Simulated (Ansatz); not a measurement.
## Alloy series in GaSb

Consider GaSb in the zinc blende structure (space group F-43m, No. 216).

```
CELL_PARAMETERS angstrom
      0.00000     3.10675     3.10675
      3.10675     0.00000     3.10675
      3.10675     3.10675     0.00000
ATOMIC_POSITIONS crystal
  Sb 0.75000 0.75000 0.75000
  Ga 0.00000 0.00000 0.00000
```

The other end (x = 1) is GaP in the zinc blende structure (space group F-43m, No. 216): 20.87 Å³/atom, gap 1.58 eV.

P replaces a fraction x of Sb; each row is one arrangement (x, atoms in the cell, starting space group or random), fully relaxed.

The values are results of PBE in Ansatz (plane waves to 420 eV, PAW, scalar-relativistic without spin-orbit coupling), not measurements.

```json
[
 {"P fraction x": "0", "volume per atom (Å³/atom)": "29.986"},
 {"P fraction x": "0.25 (Amm2, 8 atoms)", "volume per atom (Å³/atom)": "27.584"},
 {"P fraction x": "0.333 (P3m1, 6 atoms)", "volume per atom (Å³/atom)": "?"},
 {"P fraction x": "0.5 (P-4m2, 8 atoms)", "volume per atom (Å³/atom)": "25.143"},
 {"P fraction x": "0.5 (R3m, 4 atoms)", "volume per atom (Å³/atom)": "25.294"},
 {"P fraction x": "1", "volume per atom (Å³/atom)": "20.866"}
]
```

Task: Fit V(x) = (1 − x) V(0) + x V(1) − b x(1 − x) with the ends held (b = 0 is Vegard's rule) to the rows shown and predict the withheld row.

Result: Least squares on the printed values gives b = 0.79 Å³/atom, against 26.949 Å³/atom from the straight line alone (largest residual 0.085 Å³/atom); this predicts 26.773 Å³/atom, and the run gives 26.869 Å³/atom, 0.096 higher.

Each cell is one ordered arrangement of few atoms, which overstates ordering effects compared with a random alloy. Spin-orbit coupling, missing from the scalar runs, can matter with Sb. Stability against distortions was not tested. The final runs are not spin-polarised.

Ansatz is an electronic-structure program.
